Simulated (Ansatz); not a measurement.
The starting structures come from a database of crystals and need not be the phases stable at ambient conditions.

Inside the gap of an insulator the Bloch states are evanescent, with a wavenumber k + iκ along the transport direction.

Given:

```
YI3
1.0
    7.43349     0.00000     0.00000
    3.71674     6.43759     0.00000
    3.71674     2.14586     6.88921
Y I
2 6
Direct
  0.83360   0.83360   0.49919
  0.16640   0.16640   0.50081
  0.41579   0.07556   0.75463
  0.58421   0.92444   0.24537
  0.07556   0.75402   0.75463
  0.92444   0.24598   0.24537
  0.75402   0.41579   0.75463
  0.24598   0.58421   0.24537
```

Space group of this cell: R-3. The cell was relaxed by PBE-D3(BJ).

Transport runs along the normal of the first two printed cell vectors, the (001) plane of the conventional cell.

No gap correction and no spin-orbit coupling; mid-gap values are interpolated between computed energies.

**Question.** Estimate the band gap and the smallest decay constant κ at mid-gap that PBEsol (Ansatz, a quantum-chemistry and plane-wave program) returns for this system.

**Answer.** Gap 2.57 eV on a 6×6×6 mesh; κ = 0.230 1/Å, at the zone centre.
